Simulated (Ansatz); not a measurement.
Consider the following.

```xyz
5
Lattice="3.7565 0.0000 0.0000 0.0000 3.7565 0.0000 0.0000 0.0000 3.7565" Properties=species:S:1:pos:R:3 pbc="T T T"
Ba     0.0000     0.0000     0.0000
Ti     1.8782     1.8782     1.8782
O      0.0000     1.8782     1.8782
O      1.8782     1.8782     0.0000
O      1.8782     0.0000     1.8782
```

No spin polarisation.

Computed with r2SCAN/PAW in Ansatz (a first-principles code), no spin-orbit coupling. Γ-centred 8×8×8 mesh, Fermi–Dirac width 0.05 eV.

What width of the top valence band does the calculation give?

1.20 eV.

What is the computed band gap?

2.44 eV.

What gap character does the calculation give?

Direct at Γ.

Load acts through the strain it causes; cell and atoms are relaxed under it. Stability against distortions was not tested. No other phases were tried under pressure. The final runs are not spin-polarised. The cell was made from BaTiO$_{3}$ in the cubic perovskite structure (space group Pm-3m, No. 221) by this change: pressure 50 GPa. Many cubic perovskites are stable only at high temperature; tilts and polar distortions were not tested. This is not the structure that BaTiO3 has at room temperature and ambient pressure.
